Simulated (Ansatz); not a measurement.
```xyz
2
Lattice="0.0000 2.9099 2.9099 2.9099 0.0000 2.9099 2.9099 2.9099 0.0000" Properties=species:S:1:pos:R:3 pbc="T T T"
P      1.4549     1.4549     1.4549
In     0.0000     0.0000     0.0000
```

No spin polarisation.

Method: Ansatz (a program for electronic structure) PBE, scalar-relativistic without spin-orbit coupling. Γ-centred 10×10×10 mesh, Fermi–Dirac width 0.05 eV.

**Question.** Predict the band gap, electron mass and gap character.

**Answer.** The band gap comes out as 0.83 eV. The electron mass comes out as 0.064 mₑ (at Γ) and the gap character comes out as direct at Γ.

Load acts through the strain it causes; cell and atoms are relaxed under it. Masses are band curvatures over ±0.01 Å⁻¹ around the edge. No phonon test of stability was made. Tetrahedral semiconductors of this kind turn to denser phases somewhere between about 1 and 50 GPa; those were not computed, so compressed cells here can lie past the real transition. The cell was made from InP in the zinc blende structure (space group F-43m, No. 216) by this change: pressure 5 GPa.
